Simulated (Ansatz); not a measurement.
Start from CdSe in the zinc blende structure (space group F-43m, No. 216; a = 6.196 Å).

The values are results of PBE/PAW in Ansatz (a first-principles code), spin-orbit coupling left out, earlier PAW set, not measurements.

Before the change:

| Property | Result |
|---|---|
| Pressure | -0.01 GPa |
| Gap character | direct at Γ |
| Electron mass | 0.052 mₑ (at Γ) |
| Band gap | 0.49 eV |

Now apply this change: the cell is scaled by 1.0056 in all directions; the atoms relax in the strained cell.

Problem. Predict the new pressure, gap character, energy relative to the base, electron mass and band gap.

Solution. The pressure decreases by 0.72 GPa to -0.73 GPa; the gap character is still direct at Γ; the energy goes up by 1.2 meV/atom; the electron mass changes from 0.052 mₑ (at Γ) to 0.049 mₑ (at Γ); the band gap falls by 0.03 eV to 0.46 eV.

Effective masses come from finite differences of ±0.01 Å⁻¹. Stability against distortions was not tested.
